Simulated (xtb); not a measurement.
xtb 6.7.1, GFN1-xTB: Cu(k2OAc)2(NH3)2 (CC1[O][Cu]2(<-[NH3])(<-[NH3])([O]C(C)=[O]->2)<-[O]=1), charge 0, multiplicity 2, 23 atoms. The geometry is a generated start, not checked to be a minimum at this level.

```json
{
 "method": "GFN1-xTB",
 "--acc": "1 (default)",
 "--etemp (K)": "300 (default)",
 "detailed input (--input)": "none: ANC optimiser, Lindh (1995) Hessian, microcycle=20, maxdispl=1.0, hlow=0.01 (default)",
 "basis_functions": "74",
 "valence_electrons": "73"
}
```

```xyz
23

Cu     0.0313    -0.2147    -0.0778
C      2.9953     1.9309    -1.2978
C      1.8805     1.0923    -0.7309
O      1.6656     1.0439     0.4970
O      1.1609     0.4049    -1.5062
H      2.6978     2.3320    -2.2621
H      3.2413     2.7313    -0.6066
H      3.8718     1.3008    -1.4391
C     -3.0847     0.5075     2.1180
C     -1.9225     0.3007     1.1803
O     -1.7701     1.0154     0.1717
O     -1.1002    -0.6305     1.4120
H     -2.7906     0.2497     3.1303
H     -3.4213     1.5383     2.0622
H     -3.8988    -0.1474     1.8130
N      1.3160    -1.9527     0.6460
H      1.5427    -2.6832    -0.0141
H      0.7678    -2.3178     1.4128
H      2.1580    -1.5222     1.0049
N     -1.2002    -1.1826    -1.6918
H     -1.9493    -0.5111    -1.7993
H     -1.5711    -2.1021    -1.5027
H     -0.6199    -1.1833    -2.5197
```

Charge 0 and multiplicity 2 are set for this test and not shown to be the ground state. GFN-xTB has no spin term: --uhf 1 sets the occupations alone.

The structure is relaxed from this start with --opt LEVEL for the levels crude, sloppy, loose, lax, normal, tight, vtight, extreme, once each. Up to the end of the extreme run atoms move by at most 0.65 Å along an axis.

Problem. Choose the cheapest level whose final energy lies within 1 meV of that of extreme.

Solution. vtight: 94 cycles against 122, ending 0.087 meV above.

| level | cycles | energy above the extreme run (meV) | gradient norm (eV/Å) |
|---|---|---|---|
| crude | 4 | 17 | 0.24 |
| sloppy | 6 | 12 | 0.11 |
| loose | 7 | 11 | 0.083 |
| lax | 12 | 5.4 | 0.11 |
| normal | 17 | 3.6 | 0.045 |
| tight | 22 | 3.3 | 0.014 |
| vtight | 94 | 0.087 | 0.0059 |
| extreme | 122 | — | 0.0012 |
